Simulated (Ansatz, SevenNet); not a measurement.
For CoSn (P6/mmm, No. 191; start mp-20536), the machine-learned potential SevenNet-l3i5 (trained on PBE and PBE+U data) gives:

```
Quantity                         Result
------------------------------  -------
equilibrium lattice constant a  5.298 Å
lattice parameter c             4.238 Å
```

Question: What does LDA (plane waves, PAW; Ansatz, a first-principles code) give for the same quantities?

Answer: 
- lattice constant a: 5.167 Å (falls by 2.5 %)
- lattice parameter c: 4.135 Å (shrinks by 2.4 %)

Changes are worked out from the printed values.

Unless a cell is named, each level is at its own relaxed cell (SevenNet-l3i5 17.17, LDA 15.94 Å³/atom).

The crystal itself was run without spin with LDA.

Caveats: the relaxation could not lower the start's symmetry, so the cell can be a saddle point above a distorted one (SevenNet-l3i5, LDA). Ansatz's density-functional and Hartree–Fock values are scalar-relativistic unless marked +SOC, with PAW data made under PBE.

A start named mp-… is a Materials Project structure, which can be a computed phase never made.
